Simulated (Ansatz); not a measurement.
Results of r²SCAN (plane waves, PAW; Ansatz, a program for electronic structure) for CsCl-type AuZn (cubic form, which distorts at low temperature).

Settings: plane-wave cutoff 560 eV, 18×18×18 k mesh, Fermi–Dirac smearing 0.05 eV, scalar-relativistic PAW data made under PBE.

The volume scan:

```csv
V (Å³/atom),E − E_lowest (meV/atom),P (GPa)
14.674,27.11,9.91
14.987,11.52,6.18
15.299,2.75,2.89
15.611,0.00,0.00
15.923,2.54,-2.55
16.236,9.72,-4.78
16.548,20.98,-6.73
```

Task: Fit the third-order Birch–Murnaghan equation and give B0 and B′.

Result: V0 = 15.611 Å³/atom, B0 = 135 GPa, B′ = 5.4 (fit to the energies at full precision).

Measured, for comparison: bulk modulus 131 GPa (temperature not stated, not corrected to a static lattice; as tabulated in Nepal et al. (2020), arXiv:2007.11150). Computed (rounded) less measured: bulk modulus +3 %. A static lattice is as a rule a little smaller and stiffer than an uncorrected measurement, which narrows the difference in the bulk modulus and would widen misses of the other sign.

Note: symmetry holds this phase in the static calculation, where it need not be a minimum.

Spin–orbit coupling is not included; it can shift volumes and moduli of such heavy elements.
